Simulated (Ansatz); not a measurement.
# TiO2: energy against strain

TiO2 (anatase, I4_1/amd, 11.017 Å³/atom at rest, c along z) under a strain ε along a (axis x), the other axes held. LDA in Ansatz, a plane-wave DFT program (PAW, default set), 420 eV, 12×12×12 Γ-centred mesh, Fermi-Dirac smearing 0.05 eV; ions are relaxed within the symmetry of each cell.

Here s stands for strain and y for E less E0.

| strain (%) | E less E0 (meV/atom) |
|---|---|
| -3.00 | ? |
| -1.20 | 1.98 |
| -0.60 | 0.48 |
| 0.00 | 0.00 |
| 0.60 | 0.46 |
| 1.20 | 1.86 |

Taking a parabola for y over the 5 complete rows: Least squares gives y = -0.007 - 0.0433·s + 1.3373·s². Residuals (row less fit): 0.009, -0.020, 0.007, 0.012, -0.007; standard error 0.019 (degrees of freedom: 2). Twice the quadratic coefficient over the volume, 2 × 1.3373 meV × 10⁴ × 0.1602 / 11.017 Å³, is the elastic constant C11 = 389 ± 4 GPa.

### Question
Predict the withheld y at s = -3.00 from the fit, and compare with the calculation.

### Answer
y = -0.007 - 0.0433 × (-3.0) + 1.3373 × (-3.0)² = 12.159 meV/atom. The calculation gives 13.00 meV/atom, 0.841 meV/atom above the prediction (6.5 % of the range of y in the table). The row lies outside the fitted rows, so this is an extrapolation. From the scatter of the fitted rows alone, a prediction at this place has a standard error of 0.123 meV/atom, so the miss is 6.8 times that.

One order more, fitted to all 11 runs of the series, follows each within 0.01, so the miss is the next term of a smooth law. The primitive cell can neither tilt nor turn polar against its symmetry, as such crystals can under strain. TiO2 is here one of several forms; rutile is the usual stable one. Rows are the converged runs of the series near zero and its far end; series whose fitted rows scatter by over a few per cent of the range, as at a crossing or softening among them, aren't shown in this form. Most that stay on the fit to the last digits aren't either.
